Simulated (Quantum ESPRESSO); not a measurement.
Quantum ESPRESSO run on Y3GaC (P1, 5 atoms in the cell): self-consistent single point.

Method: PBEsol, GBRV 1.5 ultrasoft (PBESOL) pseudopotentials (plane waves; Quantum ESPRESSO).

The change in words: lattice scaled by 0.98. Reference geometry:
```xyz
5
Lattice="4.8543 0.0000 0.0000 0.0000 4.8543 0.0000 0.0000 0.0000 4.8543" Properties=species:S:1:pos:R:3 pbc="T T T"
Y      2.4404     0.0238     2.4170
Y     -0.0586     2.3638     2.3444
Y      2.3795     2.4815    -0.0276
Ga     0.0349    -0.0540     0.0503
C      2.4852     2.4664     2.4974
```

Reference input (self-consistent single point, DFT, PBEsol, plane waves, GBRV 1.5 ultrasoft (PBESOL) pseudopotentials): ecutwfc = 50 Ry; ecutrho = 400 Ry; occupations = smearing; smearing = fermi-dirac; degauss = 0.0073499 Ry; potentials = {Y: y_pbesol_v1.4.uspp.F.UPF, Ga: ga_pbesol_v1.4.uspp.F.UPF, C: c_pbesol_v1.2.uspp.F.UPF}; K_POINTS = automatic 4 4 4 0 0 0; conv_thr = 1e-10 Ry. This run's input differs from it in these lines:

```diff
@@ -26,5 +26,5 @@
 CELL_PARAMETERS {angstrom}
-   4.8542900000     0.0000000000     0.0000000000
-   0.0000000000     4.8542900000     0.0000000000
-   0.0000000000     0.0000000000     4.8542900000
+   4.7572040000     0.0000000000     0.0000000000
+   0.0000000000     4.7572040000     0.0000000000
+   0.0000000000     0.0000000000     4.7572040000
 ATOMIC_POSITIONS {crystal}
```

Output (repeated stretches shortened):

```
     Self-consistent Calculation

     iteration #  1     ecut=    50.00 Ry     beta= 0.70

     total energy              =    -703.59090707 Ry
     estimated scf accuracy    <       1.89790107 Ry

     iteration #  2     ecut=    50.00 Ry     beta= 0.70

     total energy              =    -703.74590288 Ry
     estimated scf accuracy    <       4.86856715 Ry

     iteration #  3     ecut=    50.00 Ry     beta= 0.70

     total energy              =    -704.59361934 Ry
     estimated scf accuracy    <       0.15154610 Ry

   [... 8 blocks of this kind left out ...]

     iteration # 12     ecut=    50.00 Ry     beta= 0.70

     total energy              =    -704.62012620 Ry
     estimated scf accuracy    <          2.7E-10 Ry

     iteration # 13     ecut=    50.00 Ry     beta= 0.70
     End of self-consistent calculation

     the Fermi energy is    10.8981 ev

!    total energy              =    -704.62012620 Ry
     estimated scf accuracy    <          3.6E-11 Ry
     smearing contrib. (-TS)   =      -0.00437402 Ry
     internal energy E=F+TS    =    -704.61575218 Ry

     convergence has been achieved in  13 iterations

     Forces acting on atoms (cartesian axes, Ry/au):

     atom    1 type  1   force =    -0.00713343   -0.00941373    0.00241729
     atom    2 type  1   force =     0.03433266    0.01064288    0.01047296
     atom    3 type  1   force =    -0.00063767   -0.00142132    0.01295791
     atom    4 type  2   force =    -0.00450475    0.00536752   -0.00461864
     atom    5 type  3   force =    -0.02205681   -0.00517534   -0.02122952

     Total force =     0.052457     Total SCF correction =     0.000017

          total   stress  (Ry/bohr**3)                   (kbar)     P=       27.72
   0.00019038  -0.00000409  -0.00000487           28.01       -0.60       -0.72
  -0.00000409   0.00018048  -0.00000469           -0.60       26.55       -0.69
  -0.00000487  -0.00000469   0.00019453           -0.72       -0.69       28.62

   JOB DONE.
```

The run converged in 13 iterations. Against the reference run the free energy rises by 2.0 meV/atom, the pressure goes from -2.22 to 2.77 GPa and the largest force goes from 0.800 to 0.963 eV/Å.

The starting cell comes from a database of computed structures (which also holds hypothetical and non-ambient phases and stackings), without a prior relaxation at this level. Its atoms were displaced at random from the sites of space group no. 221. For this run, on top of that: lattice scaled by 0.98.

Cost on one core of a shared machine: roughly 2 min.
